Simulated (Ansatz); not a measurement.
**Zone-centre phonon calculation of a sheet of PbO (4 atoms in the cell) at several settings**

```xyz
4
Lattice="3.9625 0.0000 0.0000 0.0000 3.9625 0.0000 0.0000 0.0000 16.3659" Properties=species:S:1:pos:R:3 pbc="T T T"
Pb     1.9813     0.0000     9.3659
Pb     0.0000     1.9813     7.0000
O      0.0000     0.0000     8.1830
O      1.9813     1.9813     8.1830
```

Base: PBE, harder PAW files (source: ansatz) in Ansatz (an electronic-structure program). Its settings: basis.ecutwfc = 930 eV; kpoints.mp_grid.grid = 4 4 1; hamiltonian.xc = pbe; hamiltonian.pseudopotentials = {kind: paw, source: ansatz}; scf.occupations.method = gaussian; scf.occupations.width = 0.1 eV.

Each line gives the change from the base single point and the result:

- hamiltonian.xc: pbe → lda; scf.occupations.method: gaussian → fixed; scf.occupations.width: 0.1 eV → default; phonons.method: default → dfpt; phonons.dielectric: default → true; phonons.rigid_motions: default → translations [DFT, LDA (PW92), plane waves, harder PAW files (source: ansatz) made with PBE]: zone-centre frequencies (cm⁻¹; negative means imaginary) 0, 0, 0, 82, 82, 147, 259, 259, 351, 402, 402, 478; ε∞ at this k-point mesh, which may be far from converged in small-gap cells (xx, yy, zz) of the cell with its vacuum 2.44, 2.44, 1.41; Born charges at this mesh (mean of the diagonal, e) Pb 2.13, Pb 2.13, O -2.13, O -2.13.
- scf.convergence.dr2_threshold: default (1e-07 eV) → 0.0001 eV; phonons.method: default → dfpt: zone-centre frequencies (cm⁻¹; negative means imaginary) 0, 0, 0, 82, 82, 149, 276, 276, 354, 421, 421, 484.

The starting cell was generated: these elements placed on a structure prototype, without a prior relaxation; it need not be a known phase or ordering of this composition. Its lattice was rescaled in the plane by a random factor within 2.5 % of one.

Frequencies and response belong to this unrelaxed cell.

Left out of this page: 1 run of the series outside the window shown, repeating another row's setting, or not comparable.

Keys are those of Ansatz 0.2.
